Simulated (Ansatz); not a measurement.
## Report: zincblende InP (F-43m), hydrostatic pressure

Cell and atoms are relaxed with r2SCAN to each stress (compression positive); bands and masses by r2SCAN with spin-orbit coupling, rigid bands (plane waves, PAW; Ansatz, a program for electronic structure).

```cif
data_In4P4
_chemical_formula_sum 'In4 P4'
_space_group_name_H-M_alt 'F-43m'
_space_group_IT_number 216
_space_group_name_Hall 'F -4 2 3'
_cell_length_a 5.90664
_cell_length_b 5.90664
_cell_length_c 5.90664
_cell_angle_alpha 90.000
_cell_angle_beta 90.000
_cell_angle_gamma 90.000
loop_
_atom_site_label
_atom_site_type_symbol
_atom_site_symmetry_multiplicity
_atom_site_Wyckoff_symbol
_atom_site_fract_x
_atom_site_fract_y
_atom_site_fract_z
_atom_site_occupancy
In1 In 4 a 0.00000 0.00000 0.00000 1
P1 P 4 d 0.75000 0.75000 0.75000 1
```
(The calculation used a cell of 2 atoms; values per cell refer to that cell.)

| stress (GPa) | ln(V/V₀) (%) | gap (eV) | mean mₑ* |
|---|---|---|---|
| -2.00 | 3.15 | 0.820 | 0.072 |
| 0 | 0 | 1.005 | 0.084 |
| 2.00 | -2.74 | 1.164 | 0.094 |
| 5.00 | -6.32 | 1.369 | 0.106 |
| 10.00 | -11.32 | 1.655 | 0.127 |

 Masses are conductivity masses at 300 K in electron masses, harmonic means over x, y and z.

Question: Estimate the bulk modulus from the two loads next to zero.

Answer: B ≈ −Δp/Δln V = 4.00 GPa/5.89 % = 68 GPa (r2SCAN), a mean over this interval.

Question: How fast does the gap move on either side of zero load?

Answer: Under tension, (0.820 − 1.005) eV over -2.00 GPa = 92 meV/GPa, or about -5.9 eV per unit ln V; under compression, (1.164 − 1.005) eV over 2.00 GPa = 80 meV/GPa, or about -5.8 eV per unit ln V. The two slopes part by 12 meV/GPa; gaps are resolved to about 0.01 eV, which allows 10 meV/GPa, so they differ.

Masses are those of dilute carriers in rigid bands with one relaxation time, without polarons. Third decimals of gaps are kept for the arithmetic. Every relaxation keeps the zincblende phase (space group F-43m under this load), so a transition, a distortion that breaks the symmetry or fracture can't show.
